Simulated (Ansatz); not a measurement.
Convergence study of the plane-wave cutoff for LiHF2 (R3m, 4 atoms in the cell)

```
CELL_PARAMETERS angstrom
      1.46258     0.84442     4.35359
     -1.46258     0.84442     4.35359
      0.00000    -1.68885     4.35359
ATOMIC_POSITIONS crystal
  Li 0.00383 0.00383 0.00383
  H  0.50000 0.50000 0.50000
  F  0.41331 0.41331 0.41331
  F  0.58669 0.58669 0.58669
```

Level of theory: PBEsol, default PAW files made with PBE (plane waves; Ansatz, an electronic-structure program).

Base settings: basis.ecutwfc = 420 eV; kpoints.mp_grid.grid = 10 10 10; hamiltonian.xc = pbesol; hamiltonian.pseudopotentials = {kind: paw} (the program's default PAW files); scf.occupations.method = fixed.

The second cell is the first with its lattice scaled by 0.98.

The mesh stays at the base's, so the ladder's end is converged at best in this setting alone.

The first pressure column holds Ansatz's estimate of the finite-basis (Pulay) stress, which hides part of the cutoff error; the other is without it.

Only quantities that move along the ladder and can be compared are tabulated.

The count of work is k-points × plane waves × bands × iterations; it is no time. 

The starting cell comes from a database of computed structures (which also holds hypothetical and non-ambient phases and stackings), without a prior relaxation at this level. Its lattice was rescaled by up to half a per cent. One atom was moved a little off its site on purpose.

Steps (basis.ecutwfc): 145 eV; 170 eV; 190 eV; 210 eV; 230 eV; 250 eV; 295 eV; 335 eV; 380 eV; 420 eV; 460 eV; 505 eV; 565 eV; 630 eV; 735 eV; 840 eV; 1010 eV.

**Question.** What is the coarsest basis.ecutwfc that holds the pressure within 0.2 GPa of the last step, with all finer ones?

**Answer.** 380 eV, at 0.23 of the last step's count of work; the step before is off by 0.44 GPa.

**Question.** What is the coarsest basis.ecutwfc that holds the energy of the compressed cell less the first within 1 meV/atom of the last step, with all finer ones?

**Answer.** 380 eV, at 0.23 of the last step's count of work; the step before is off by 1.4 meV/atom.

**Question.** What is the coarsest basis.ecutwfc that holds the forces within 0.01 eV/Å of the last step, with all finer ones?

**Answer.** 460 eV, at 0.31 of the last step's count of work; the step before is off by 0.011 eV/Å.

| basis.ecutwfc | free energy less the last step's (meV/atom) | energy of the compressed cell less the first (meV/atom) | pressure (GPa) | pressure without the Pulay estimate (GPa) | largest difference of a force vector from the last step's (eV/Å) | count of work / last |
|---|---|---|---|---|---|---|
| 145 eV | 19499.26 | -21.76 | -4.83 | -809.95 | 0.579 | 0.073 |
| 170 eV | 11106.68 | 31.67 | 2.08 | -580.77 | 1.033 | 0.090 |
| 190 eV | 6911.20 | -7.66 | 1.35 | -423.21 | 1.633 | 0.11 |
| 210 eV | 4193.61 | 14.68 | -2.98 | -296.06 | 1.398 | 0.13 |
| 230 eV | 2523.58 | -10.99 | -3.25 | -202.15 | 0.588 | 0.15 |
| 250 eV | 1487.94 | 13.29 | -1.40 | -133.66 | 0.041 | 0.16 |
| 295 eV | 409.86 | 17.19 | 3.64 | -45.89 | 0.301 | 0.18 |
| 335 eV | 109.84 | 18.15 | 3.34 | -13.59 | 0.092 | 0.22 |
| 380 eV | 21.08 | 17.04 | 3.01 | -1.02 | 0.020 | 0.23 |
| 420 eV | 5.04 | 16.92 | 2.95 | 2.10 | 0.011 | 0.27 |
| 460 eV | 2.33 | 16.88 | 2.94 | 2.82 | 0.008 | 0.31 |
| 505 eV | 1.88 | 16.84 | 2.93 | 2.88 | 0.006 | 0.37 |
| 565 eV | 1.37 | 16.81 | 2.92 | 2.86 | 0.003 | 0.42 |
| 630 eV | 1.01 | 16.77 | 2.91 | 2.88 | 0.001 | 0.49 |
| 735 eV | 0.79 | 16.76 | 2.91 | 2.88 | 0.001 | 0.63 |
| 840 eV | 0.36 | 16.77 | 2.91 | 2.86 | 0.000 | 0.74 |
| 1010 eV | 0.00 | 16.77 | 2.91 | 2.90 | 0.000 | 1.0 |

The energy difference between the two cells stays within 1 meV/atom of the last step's from 380 eV on, the total only from 735 eV on: much of the error is common to both cells and cancels.

At the lowest cutoff the pressure without the Pulay estimate lies 813 GPa under the last step's, the usual sign of Pulay stress in an incomplete plane-wave basis.

Keys are those of Ansatz 0.2.
